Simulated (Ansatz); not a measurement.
System: interstitial Li in amorphous Si20P2O45 (a melt-quenched model of 67 atoms) (charge state +1). These are PBE, PAW (plane waves to 420 eV; Ansatz, an electronic-structure program) values and carry that method's errors.

Settings: 67 host sites, the glass model's own volume, the Γ point alone, smearing 0.01 eV, spin-restricted, no image-charge correction. Energies are static. This is one neighbourhood of one small, fast-quenched model, and the added charge may sit on a native defect of the glass. The charge state is imposed; whether it is stable for some Fermi level was not computed. Sites that were not tried may lie lower.

Barriers: single points on a 2×2×2 k-point mesh shifted by half a step at the bands' geometries.

The step: a concerted move, in which Li travels most; the atom moves 2.25 Å along (0.21, -0.08, -0.03) of the unit cell; the moving atom starts with neighbours O at 1.71, O at 2.01, 2 O at 2.16 Å and ends with O at 1.69, O at 2.00, O at 2.03 Å.

Problem. Give the migration barrier of this step at the level PBE, PAW.

Solution. 0.30 eV forward and 0.093 eV backward. At the saddle the moving atom has neighbours O at 1.65, O at 1.94, O at 1.99 Å. The saddle point's order was not checked.
